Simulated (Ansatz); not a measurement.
Take NaF in the rock salt structure (space group Fm-3m, No. 225; a = 4.6291 Å) as the base.

All numbers come from Ansatz (a quantum-chemistry and plane-wave program) PBEsol, no SOC.

Before the change:

| Property | Value |
|---|---|
| Electron mass | 0.56 mₑ (at Γ) |

Modification: the cell is scaled by 0.9950 in all directions, atoms relaxed at fixed cell.

Problem. What does the calculation give for the mean gap deformation potential ΔEg/Δln V, energy relative to the base and electron mass after the change?

Solution. The mean gap deformation potential ΔEg/Δln V is -5.3 eV; the energy grows by 0.5 meV/atom; the electron mass stays 0.56 mₑ (at Γ).

The cells carry an imposed strain or load. Masses are band curvatures over ±0.01 Å⁻¹ around the edge. No phonon test of stability was made.
